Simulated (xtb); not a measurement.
xtb 6.7.1, GFN2-xTB: c1cc(-c2ccc3ccccc3c2)cc(-c2cccs2)c1, 35 atoms. The geometry is a generated start, not checked to be a minimum at this level.

| Property | Value |
|---|---|
| method | GFN2-xTB |
| --acc | 1 (default) |
| --etemp (K) | 300 (default) |
| detailed input (--input) | none: ANC optimiser, Lindh (1995) Hessian, microcycle=20, maxdispl=1.0, hlow=0.01 (default) |
| basis functions | 104 |
| valence electrons | 100 |

The structure is relaxed from this start with --opt LEVEL for the levels crude, sloppy, loose, lax, normal, tight, vtight, extreme, once each. Up to the end of the extreme run atoms move by at most 0.81 Å along an axis.

**Question.** Which level is enough to come within 5 meV of the tightest end point?

**Answer.** loose: 17 cycles against 48, ending 3.6 meV above.

```
level    cycles  energy above the extreme run (meV)  gradient norm (eV/Å)
-------  ------  ----------------------------------  --------------------
crude         4                                  55                  0.29
sloppy       11                                  14                  0.18
loose        17                                 3.6                  0.20
lax          19                                 2.3                  0.12
normal       23                                 1.7                 0.030
tight        37                               0.099                 0.018
vtight       47                          under 0.01                0.0017
extreme      48                                   —                0.0017
```
